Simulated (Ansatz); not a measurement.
**hexagonal WC (0 0 1) on corundum (0 0 1) (film strained to the substrate, started from cuts of the bulks and a machine-learned relaxation; slabs Al12O18 and W12C9, which can lie off the formulas)**

A periodic stack without vacuum, hexagonal WC (0 0 1) on corundum (0 0 1) (film strained to the substrate, started from cuts of the bulks and a machine-learned relaxation; slabs Al12O18 and W12C9, which can lie off the formulas): substrate slab Al12O18, film W12C9, surface cells [[1, 0], [0, 1]] and [[1, 2], [-2, -1]], film strained by -5.0 and -5.0 %, outermost planes Al/Al and W/W as cut, which need not be the usual terminations and can put a slab off its formula.

The start was prepared with a machine-learned potential, and the result is one local minimum, with the in-plane cell held and forces under 0.04 eV/Å; the film can end far from its bulk form.

Calculation: PBE (plane waves to 420 eV, PAW; Ansatz, a first-principles code). Spin–orbit coupling is left out; the runs are not spin-polarised. Its k-point mesh 6×6×1, Fermi–Dirac width 0.05 eV.

| Quantity | Value |
|---|---|
| interface area | 20.0 Å² |
| period | 24.64 Å |
| heights between the nearest atoms of the two slabs at the two interfaces | 2.14 and 2.12 Å |
| Al–W contacts across the interfaces within 1.22 times the sum of covalent radii | 6, mean 2.68 Å |
| O–W contacts across the interfaces within 1.22 times the sum of covalent radii | 6, mean 2.53 Å |

```
CELL_PARAMETERS angstrom
      4.80842     0.00107    -0.07412
     -2.40381     4.16268     0.14713
     -1.22259     2.12368    24.72963
ATOMIC_POSITIONS crystal
  Al 0.96568 0.98618 0.11262
  Al 0.63234 0.36177 0.04921
  Al 0.29900 0.66019 0.10160
  Al 0.63235 0.26916 0.18814
  O  0.64156 0.00050 0.06471
  O  0.27217 0.34226 0.06470
  O  0.60954 0.62675 0.15267
  O  0.29844 0.93611 0.15266
  O  0.98908 0.31561 0.15267
  O  0.98328 0.71162 0.06471
  Al 0.63237 0.19664 0.29693
  Al 0.29903 0.58925 0.20800
  Al 0.96568 0.87717 0.27611
  Al 0.29903 0.48460 0.36502
  O  0.32665 0.23401 0.24192
  O  0.93876 0.53899 0.24192
  O  0.27114 0.83979 0.33051
  O  0.96682 0.14750 0.33051
  O  0.65911 0.53546 0.33051
  O  0.63163 0.92690 0.24192
  Al 0.29901 0.41371 0.47129
  Al 0.96569 0.80465 0.38490
  Al 0.63234 0.08764 0.46038
  Al 0.96570 0.71176 0.52424
  O  0.98848 0.44700 0.41973
  O  0.60845 0.75862 0.41973
  O  0.95642 0.07303 0.50777
  O  0.61538 0.36319 0.50776
  O  0.32526 0.73196 0.50777
  O  0.30010 0.13863 0.41974
  W  0.30113 0.65411 0.61119
  W  0.96539 0.98896 0.61119
  W  0.63058 0.31819 0.61119
  W  0.29939 0.57587 0.72805
  W  0.96566 0.90953 0.72806
  W  0.63200 0.24216 0.72806
  C  0.63544 0.61523 0.66849
  C  0.29562 0.94583 0.66852
  C  0.96592 0.28555 0.66853
  W  0.29945 0.49723 0.84607
  W  0.96532 0.83008 0.84608
  W  0.63237 0.16425 0.84608
  C  0.63272 0.53640 0.78715
  C  0.29860 0.86939 0.78718
  C  0.96575 0.20353 0.78719
  W  0.29062 0.41877 0.96309
  W  0.97361 0.76091 0.96307
  W  0.63282 0.07795 0.96307
  C  0.63242 0.45681 0.90663
  C  0.29900 0.79090 0.90539
  C  0.96574 0.12441 0.90533
```
